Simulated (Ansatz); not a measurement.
# How the lattice parameter c of MgS (model structure, started from the BeO type, P4₂/mnm, No. 136, 8 atoms in the cell) moves with the method

No measured value is used here.

| level (code) | value (Å) |
|---|---|
| LDA (Ansatz) | 4.030 |
| PBE (Ansatz) | ? |
| PBEsol (Ansatz) | 4.064 |
| PBE-D3(BJ) (Ansatz) | ? |
| r²SCAN (Ansatz) | 4.063 |
| r²SCAN+rVV10 (Ansatz) | 4.067 |

Complete the blanks.


- PBE (Ansatz, a program for electronic structure), value (Å): 4.079
- PBE-D3(BJ) (Ansatz), value (Å): 4.073

Cutoffs differ between the levels. Ansatz's density-functional and Hartree–Fock values are scalar-relativistic unless marked +SOC, with PAW data made under PBE.

A model structure was made by putting elements into a prototype or built by hand; it is no filed structure, need not be a known phase, and can be a saddle point held by its symmetry.
